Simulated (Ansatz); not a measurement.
Ansatz (an electronic-structure program) run on Al (P6_3/mmc, 2 atoms in the cell): relaxation of cell and atoms.

Computed with LDA (PW92), default PAW files made with PBE (plane waves; Ansatz).

```xyz
2
Lattice="2.8885 0.0000 0.0000 -1.4443 2.5015 0.0000 0.0000 0.0000 4.6898" Properties=species:S:1:pos:R:3 pbc="T T T"
Al     0.0000     1.6677     1.1724
Al     1.4443     0.8338     3.5173
```

Reference input (self-consistent single point, DFT, r2SCAN, plane waves, default PAW files made with PBE): basis.ecutwfc = 500 eV; kpoints.mp_grid.grid = 13 13 7; hamiltonian.xc = r2scan; hamiltonian.pseudopotentials = {kind: paw} (the program's default PAW files); scf.occupations.method = gaussian; scf.occupations.width = 0.05 eV. This run's input differs from it in these lines:

Ansatz 0.2 input:
```diff
@@ -9,3 +9,3 @@
 basis:
-  ecutwfc: 500.0
+  ecutwfc: 420.0
 kpoints:
@@ -13,3 +13,3 @@
 hamiltonian:
-  xc: r2scan
+  xc: lda
   pseudopotentials: { kind: paw }
@@ -17,2 +17,4 @@
   occupations: { method: gaussian, width: 0.05 }
+relax:
+  cell: {}
 output:
```

Output, abridged:

```
   [... SCF lines of the steps left out ...]
relax step   1: F+E_penalty+E_count = -1025.66298713 eV  Δ(F+E_penalty+E_count) = +0.000e0 eV  max|allowed force component| = 3.007e-17 eV/Å  Δτ_max = 0.0000 Å  P = -4.449 GPa  Ω = 33.887 Å³  (6 SCF iters, dr2 threshold 1.00e-7 eV, accepted)
relax step   2: F+E_penalty+E_count = -1025.69233163 eV  Δ(F+E_penalty+E_count) = -2.934e-2 eV  max|allowed force component| = 1.532e-17 eV/Å  Δτ_max = 0.0000 Å  P = +1.353 GPa  Ω = 31.338 Å³  energy of the carried Pulay correction = +1.057e-3 eV  [...]
   [... lines left out ...]
relax step   6: F+E_penalty+E_count = -1025.69368455 eV  Δ(F+E_penalty+E_count) = -1.108e-5 eV  max|allowed force component| = 1.388e-17 eV/Å  Δτ_max = 0.0000 Å  P = -0.001 GPa  Ω = 31.824 Å³  energy of the carried Pulay correction = +7.985e-6 eV  [...]
relax step   7: F+E_penalty+E_count = -1025.69367826 eV  Δ(F+E_penalty+E_count) = +6.288e-6 eV  max|allowed force component| = 1.446e-17 eV/Å  Δτ_max = 0.0000 Å  P = -0.001 GPa  Ω = 31.824 Å³  stress off target by 3.33e-3 GPa  SCF on the basis [...]
basis re-selected at this cell: Δ(F+E_penalty+E_count) = +6.288e-6 eV, ΔP = -0.000 GPa vs the last step
the relaxation is at rest under the 24 symmetry operations that the run kept from its start: a minimum is not shown …
Stability not checked: this state was not tested for a lower state beside it, because too few of the mixer's solves of this state at the end of the SCF gave a …
Free energy (F): -1025.693678 eV
Internal energy: -1025.692917 eV  (E = F + TS)
   [... lines left out ...]
Fermi energy:    8.147947 eV
   [... lines left out ...]
  cell:  # Å, volume = 31.8237 Å³
    - [2.8247276918179236, 1.512819628447465e-32, 2.142187862857812e-18]
    - [-1.4123638459089618, 2.4462859398877024, -1.0710939314289057e-18]
    - [3.478042974570382e-18, 7.44304423916837e-34, 4.605399020964175]
  atoms:
    - { symbol: Al, position: [0.33333333333333326, 0.6666666666666665, 0.24999999999999994] }
    - { symbol: Al, position: [0.6666666666666667, 0.33333333333333326, 0.75] }
```

The run converged.  The full log also holds: “iter 5 did not close the SCF: its close was put off for the readings that it lacked (scf_convergence_deferred on its scf_iter line)”.

Summary of the result:
Free energy E − TS (on the zero of these files): -1025.6937 eV
Fermi level (on the code's own zero): 8.15 eV
Pressure: 0.00 GPa
Final cell: a = b = 2.825 Å, c = 4.605 Å, α = β = 90.00°, γ = 120.00°
Final volume per atom: 15.91 Å³
Relaxation steps: 7

The starting cell was generated: these elements placed on a structure prototype, without a prior relaxation; it need not be a known phase or ordering of this composition. Its lattice was rescaled by a random factor within 2.5 % of one. The relaxation keeps the symmetry of its start, so its end need not be a minimum. Ansatz's pressure includes its estimate of the finite-basis (Pulay) stress.
